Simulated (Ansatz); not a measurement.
The starting structures come from a database of crystals and need not be the phases stable at ambient conditions.

 Where the default PAW files enter, the runs use the earlier of Ansatz's two default sets.

Inside the gap of an insulator the Bloch states are evanescent, with a wavenumber k + iκ along the transport direction.

Data:

```
GaP
1.0
    3.88603     0.00000     0.00000
   -1.94302     3.36540     0.00000
    1.94301     1.12180     6.43081
Ga P
2 2
Direct
  0.12926   0.56463   0.30611
  0.87074   0.43537   0.69389
  0.88523   0.94261   0.17216
  0.11477   0.05739   0.82784
```

Space group of this cell: R-3m. The cell is taken as given; by r2SCAN its mean pressure is -2.3 GPa.

Transport runs along the normal of the first two printed cell vectors, the (001) plane of the conventional cell.

The gap is the functional's own. No spin-orbit coupling. Mid-gap values are interpolated on the energy grid.

Estimate the band gap and the smallest decay constant κ at mid-gap that r2SCAN (Ansatz, an electronic-structure program) returns for this system.

Gap 1.07 eV on a 10×10×10 mesh; κ = 0.095 1/Å, at the zone centre.
